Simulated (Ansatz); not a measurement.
For Al (model structure, P6/mmm, No. 191, 7 atoms in the cell), LDA (PAW; Ansatz, a first-principles code) gives:

- equilibrium lattice constant a = 5.162 Å
- lattice parameter c = 5.021 Å
- bulk modulus B0 = 75.6 GPa
- cohesive energy = 3.88 eV/atom

Question: What does r²SCAN (PAW; Ansatz) give for the same quantities?

Answer: 
- lattice constant a: 5.172 Å (rises by 0.2 %)
- lattice parameter c: 5.027 Å (increases by 0.1 %)
- bulk modulus: 82.3 GPa (increases by 8.9 %)
- cohesive energy: 3.46 eV/atom (decreases by 0.42 eV/atom)

Changes are worked out from the printed values.

Unless a cell is named, each level is at its own relaxed cell (LDA 16.55, r²SCAN 16.63 Å³/atom).

Caveats: the bulk modulus is −V dP/dV from two relaxed cells at ±2 % in volume (LDA, r²SCAN). Ansatz's density-functional and Hartree–Fock values are scalar-relativistic unless marked +SOC, with PAW data made under PBE.

A model structure was made by putting elements into a prototype or built by hand; it is no filed structure, need not be a known phase, and can be a saddle point held by its symmetry.
